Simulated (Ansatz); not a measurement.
A user runs Ansatz (a program for electronic structure) on Cd (P-1, 2 atoms in the cell) and asks whether the run is sound. The aim is a self-consistent single point with DFT, PBEsol, plane waves, PAW files made with PBE.

Cell that was meant: a = 2.9585 Å, b = 2.9585 Å, c = 5.8859 Å, α = 90.00°, β = 90.00°, γ = 120.00°.

Part of the input:

```yaml
crystal:
  lattice:
    - [1.565555, 0.000000, 0.000000]
    - [-0.782777, 1.355810, 0.000000]
    - [0.000000, 0.000000, 3.114700]
  atoms:
    - { symbol: Cd, position: [0.335446, 0.664838, 0.251209] }
    - { symbol: Cd, position: [0.664554, 0.335162, 0.748791] }
```

The program printed (abridged):

```
WARN basis.ecutwfc = 420 eV, the default
Pseudopotentials: kind: paw
Pseudopotential: Cd, paw, valence charge 20
   [... lines left out ...]
Space group: P-1 (ITA 2), of the structure as read, at distance tolerance 1.9e-5 Å
k-points: 508 of 1014
PAW frozen core: Cd, regenerated for the run's functional, and the local potential with it
Initial density: superposition of atomic densities (chi_scale 0.1, normalization cell)
Initial wavefunctions: pseudopotential atomic-orbital guess
Eigensolver: davidson
Functional: x = pbesol(κ = 0.804, μ = 0.12345679012345678), c = pbesol(β = 0.046)
SCF iter   1: F=—  HF=-16137.161628 eV  |F-HF|=—  |Δ(HF+E_count)|=         —  Δρ=4.22e-1  dr2=3.22e0  ethr=3.10e-3  ⟨swp⟩=5.7  Hψ=53117  notcnv=0
all-band conjugate gradients solve this SCF's bands
preconditioner: auto → none
SCF iter   2: F=—  HF=-16140.044328 eV  |F-HF|=—  |Δ(HF+E_count)|=    2.88e0  S|Δr|=    0.00e0  Δρ=1.91e-1  dr2=6.16e-1  ethr=3.10e-3  ⟨swp⟩=3.5  Hψ=30586  notcnv=0  defer=96
   [... lines left out ...]
SCF iter   7: F=—  HF=-16141.843752 eV  |F-HF|=—  |Δ(HF+E_count)|=   6.76e-5  S|Δr|=    0.00e0  Δρ=1.82e-4  dr2=2.01e-6  ethr=6.02e-7  ⟨swp⟩=2.0  Hψ=17253  notcnv=0  defer=96
SCF iter   8: F=—  HF=-16141.843750 eV  |F-HF|=—  |Δ(HF+E_count)|=   2.97e-6  S|Δr|=    0.00e0  Δρ=2.15e-5  dr2=1.98e-8  ethr=2.50e-10  ⟨swp⟩=7.0  Hψ=71734  notcnv=0
SCF iter   9: F=-16141.843749 eV  HF=-16141.843749 eV  |F-HF|=2.18e-11  |Δ(HF+E_count)|=   5.76e-9  S|Δr|=    0.00e0  Δρ=2.02e-6  dr2=1.08e-10  ethr=4.94e-11  ⟨swp⟩=2.4  Hψ=41343  notcnv=0
SCF 1 converged in 9 iterations: F = -16141.843749 eV  dr2 = 1.08e-10
Stability not checked (fill_not_monotonic)
Free energy (F): -16141.843749 eV
Internal energy: -16141.842585 eV  (E = F + TS)
E sigma→0 (E₀):  -16141.843361 eV
Entropy (-TS):   -0.001165 eV (-0.582 meV/atom)
Fermi energy:    116.791246 eV
--- Forces (eV/Å), atoms counted from 1 ---
  atom   1  Cd    -0.18415153     0.09524390    -3.52561061
  atom   2  Cd     0.18415153    -0.09524390     3.52561061
--- Stress (GPa, compression-positive) ---
    11205.420300       0.751134       0.238752
        0.751134   11206.247063      -0.089663
        0.238753      -0.089663    7756.314402
  P = ⅓ Tr σ = 10055.9939 GPa (100559.939 kbar)
  The stress holds the Pulay correction. Without it, at fixed plane waves, as pw.x and ABINIT print it: P = 10012.9130 GPa
```

Question: Is this run sound? If not, what is wrong?

Answer: The run is not sound. The fault is this: lattice multiplied by the bohr radius once too often. 1 bohr is 0.529 Å, so a mix-up scales every length by 1.89 or 0.529 and the volume by 6.75 or 0.148. To fix it, give the lengths in the unit that the key or card expects. The run converged in 9 iterations without an error; against the sound input the free energy rises by 113 eV/atom, the pressure goes from -2.20 to 10060 GPa and the largest force goes from 0.017 to 3.532 eV/Å.

The sound input it was made from differs as follows (other fixes are possible):
```diff
-    - [1.565555, 0.000000, 0.000000]
-    - [-0.782777, 1.355810, 0.000000]
-    - [0.000000, 0.000000, 3.114700]
+    - [2.958470, 0.000000, 0.000000]
+    - [-1.479235, 2.562110, 0.000000]
+    - [0.000000, 0.000000, 5.885930]
```

With that input, the run converged in 7 iterations: free energy E − TS (on the zero of these files) -16368.2318 eV; Fermi level (on the code's own zero) 13.74 eV; pressure -2.20 GPa; largest force (vector length) 0.017 eV/Å (DFT, PBEsol, plane waves, PAW files made with PBE).

On the sound input: the starting cell comes from a database of computed structures (which also holds hypothetical and non-ambient phases and stackings), without a prior relaxation at this level. Its atoms were displaced at random from the sites of space group no. 194. Ansatz's pressure includes its estimate of the finite-basis (Pulay) stress.

Keys are those of Ansatz 0.2.
